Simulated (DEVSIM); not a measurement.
Structure: Schottky contact on n-type β-Ga2O3, at 300 K.

```tsv
layer (left to right)	material	thickness (μm)	Nd (cm⁻³)	τn (s)	τp (s)
1	β-Ga2O3	0.450	3.6e15	1.9e-9	1.9e-9
2	β-Ga2O3	11.0	1.3e18	1.9e-9	1.9e-9
```

Left contact: Schottky, work function 5.12 eV, emission velocity 2.7e6 cm/s. Right contact: ohmic. Voltage is applied to the left contact. Recombination: SRH at mid-gap. Mobility is μmin + (μ − μmin)/(1 + (N/Nref)^α).

Constants are typed, rounded textbook-type inputs, not results; the design itself was drawn at random and stands for no fabricated device. Values at 300 K.

| parameter | β-Ga2O3 |
|---|---|
| gap (eV) | 4.8 |
| affinity (eV) | 4 |
| permittivity | 10 |
| Nc (cm⁻³) | 3.7e18 |
| Nv (cm⁻³) | 5e20 |
| μn (cm²/Vs) | 160 |
| μp (cm²/Vs) | 1 |
| μn,min | 20 |
| μp,min | 0.1 |
| Nref,n | 1e18 |
| Nref,p | 1e18 |
| αn | 0.8 |
| αp | 0.8 |

Model (solved in DEVSIM): 1D drift-diffusion, Boltzmann statistics, complete ionisation; no tunnelling, impact ionisation, image-force lowering or self-heating. Metal contacts follow the ideal Schottky-Mott rule: no Fermi-level pinning, no interface dipoles.

**Question.** Tabulate band edges, carrier densities and field at 1.15 V on the left contact.

**Answer.** Energies count from the Fermi level of the right contact; mesh points crowd at the junctions.

```csv
x (μm),Ec (eV),Ev (eV),n (cm⁻³),p (cm⁻³),field (V/cm)
0.000,-0.030,-4.830,1.2e15,< 1e2,3800
0.02310,-0.020,-4.820,2.3e15,< 1e2,4500
0.06598,0.000,-4.800,3.3e15,< 1e2,5000
0.1455,0.041,-4.759,3.9e15,< 1e2,5000
0.3141,0.109,-4.691,5.5e15,< 1e2,2400
0.3892,0.112,-4.688,1.1e16,< 1e2,-2900
0.4297,0.081,-4.719,4.4e16,< 1e2,-16000
0.4579,-0.003,-4.803,1.2e18,< 1e2,-7600
0.4898,-0.006,-4.806,1.3e18,< 1e2,29
0.5535,-0.006,-4.806,1.3e18,< 1e2,30
0.6805,-0.005,-4.805,1.3e18,< 1e2,30
1.074,-0.004,-4.804,1.3e18,< 1e2,30
1.720,-0.002,-4.802,1.3e18,< 1e2,30
3.008,0.002,-4.798,1.3e18,< 1e2,30
6.584,0.012,-4.787,1.3e18,< 1e2,30
9.024,0.020,-4.780,1.3e18,< 1e2,30
10.25,0.023,-4.777,1.3e18,< 1e2,30
10.86,0.025,-4.775,1.3e18,< 1e2,30
11.23,0.026,-4.774,1.3e18,< 1e2,30
11.35,0.027,-4.773,1.3e18,< 1e2,30
11.41,0.027,-4.773,1.3e18,< 1e2,30
11.45,0.027,-4.773,1.3e18,< 1e2,30
```
